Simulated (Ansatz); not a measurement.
**Cs2PtH6, pressure series**

Start from Cs2PtH6 (space group Fm-3m, No. 225; a = 8.9772 Å; a cell from a computed database, its experimental status unchecked).

Cell and atoms are relaxed at each pressure.

Computed with r2SCAN (Ansatz, a program for electronic structure; PAW; 500 eV plane waves; no spin-orbit coupling), earlier PAW set.

Notes on the quantities. enthalpy: H = E + PV relative to the base's energy.

| variant | width of the top valence band | lattice parameter a | enthalpy | band gap |
|---|---|---|---|---|
| base | 0.49 eV | 8.977 Å | – | 4.24 eV |
| pressure −2 GPa | 0.18 eV | 9.819 Å | -0.28 eV/atom | 4.35 eV |
| pressure −1 GPa | 0.36 eV | 9.241 Å | -0.13 eV/atom | 4.31 eV |
| pressure 1.8 GPa | 0.69 eV | 8.681 Å | +0.21 eV/atom | 4.13 eV |
| pressure 4.2 GPa | 0.92 eV | 8.425 Å | +0.47 eV/atom | 3.99 eV |
| pressure 9 GPa | ? | 8.095 Å | +0.94 eV/atom | ? |
| pressure 18 GPa | 1.54 eV | 7.722 Å | +1.71 eV/atom | 3.29 eV |
| pressure 30 GPa | ? | 7.412 Å | +2.61 eV/atom | 2.73 eV |
| pressure 45 GPa | 2.16 eV | 7.147 Å | +3.61 eV/atom | 2.14 eV |
| pressure 60 GPa | 2.38 eV | 6.950 Å | +4.51 eV/atom | 1.63 eV |

### Question
What belongs in the blanks?

### Answer

- pressure 9 GPa, width of the top valence band: 1.21 eV
- pressure 9 GPa, band gap: 3.73 eV
- pressure 30 GPa, width of the top valence band: 1.86 eV

With Pt present, leaving out spin-orbit coupling can change the band edges. Load acts through the strain it causes; cell and atoms are relaxed under it. Whether these cells are dynamically stable was not tested. No other phases were tried under pressure.
